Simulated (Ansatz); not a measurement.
## 1T (CdI2-type) CaI₂

All values below come from r²SCAN in Ansatz (PAW).

Settings: plane-wave cutoff 500 eV, 12×12×6 k mesh (along the axes of the cell as run), gaussian smearing 0.02 eV, scalar-relativistic PAW data made under PBE.

Cell (relaxed at this level):

```
CaI2
1.0
    2.25953    -3.91361     0.00000
    2.25953     3.91361     0.00000
    0.00000     0.00000     7.24270
Ca I
1 2
Direct
  0.00000   0.00000   0.00000
  0.33333   0.66667   0.24325
  0.66667   0.33333   0.75675
```

```json
{
 "band_gap": "4.15 eV (on the SCF k mesh)"
}
```

Note: the cell comes from a level without a dispersion term, which matters for the spacing of layers, chains or molecules; the volume lies 6 % above that of the published cell; the cell has widely spaced layers and the level no dispersion term, so their spacing and the moduli can rest on weak binding.

Spin–orbit coupling is not included; with these elements it can move the gap by several tenths of an eV or more.

Ansatz is an electronic-structure program.
